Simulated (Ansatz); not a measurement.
## Pressure series in ZrS2

Consider ZrS$_{2}$ in the CdI2 type structure (space group P-3m1, No. 164; a = 3.674 Å, c = 5.860 Å; layered, stacked along the Cartesian z axis).

Cell and atoms are relaxed at each pressure.

Calculations: Ansatz (a quantum-chemistry and plane-wave program) r2SCAN+rVV10, scalar-relativistic without spin-orbit coupling.

Notes on the quantities. enthalpy: H = E + PV relative to the base's energy.

| change | volume per atom | band gap | enthalpy |
|---|---|---|---|
| base | 22.84 Å³ | 1.17 eV | – |
| pressure −1 GPa | ___ | 1.34 eV | -0.15 eV/atom |
| pressure 0.3 GPa | 22.62 Å³ | 1.12 eV | +0.04 eV/atom |
| pressure 1.5 GPa | 21.92 Å³ | 0.98 eV | +0.21 eV/atom |
| pressure 3 GPa | 21.27 Å³ | 0.83 eV | +0.41 eV/atom |
| pressure 5 GPa | 20.60 Å³ | ___ | +0.67 eV/atom |
| pressure 7.5 GPa | 19.93 Å³ | ___ | +0.99 eV/atom |
| pressure 10 GPa | 19.38 Å³ | 0.33 eV | +1.30 eV/atom |

Problem. What belongs in the blanks?

Solution. 
- pressure −1 GPa, volume per atom: 23.91 Å³
- pressure 5 GPa, band gap: 0.66 eV
- pressure 7.5 GPa, band gap: 0.49 eV

Load acts through the strain it causes; cell and atoms are relaxed under it. Whether these cells are dynamically stable was not tested. Competing high-pressure phases were not computed.
